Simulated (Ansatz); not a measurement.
BN (Fmm2, No. 42, 2 atoms in the cell; start mp-685145; a measured phase of this formula has another space group) was calculated with PBE0 in Ansatz (plane waves, PAW).

Settings: plane-wave cutoff 460 eV, 12×12×12 k mesh, Fermi–Dirac smearing 0.01 eV, scalar-relativistic PAW data made under PBE.

Cell (relaxed with PBEsol):

Space group Fmm2 (No. 42); a = 2.504 Å, b = 7.148 Å, c = 4.335 Å, α = 90.00°, β = 90.00°, γ = 90.00°

```
atom  site  symmetry       x       y       z
----  ----  --------  ------  ------  ------
B       4a       mm2  0.0000  0.0000  0.0001
N       4a       mm2  0.0000  0.0000  0.6666
```
(The calculation used a cell of 2 atoms; values per cell refer to that cell.)

Task: What does this level give for the band gap, smallest direct gap on the k points sampled and Γ–Γ gap?

Result: 
- band gap: 5.86 eV (indirect)
- smallest direct gap on the k points sampled: 6.70 eV
- Γ–Γ gap: 8.30 eV

Note: cell and atoms aren't relaxed at this level (pressure -2.1 GPa); the cell has widely spaced layers and the level no dispersion term, so their spacing and the moduli can rest on weak binding.

Computed values are for the static lattice.

Computing time: around 6 core-minutes (rough).

A start named mp-… is a Materials Project structure, which need not be a measured phase.

Ansatz is a program for electronic structure.
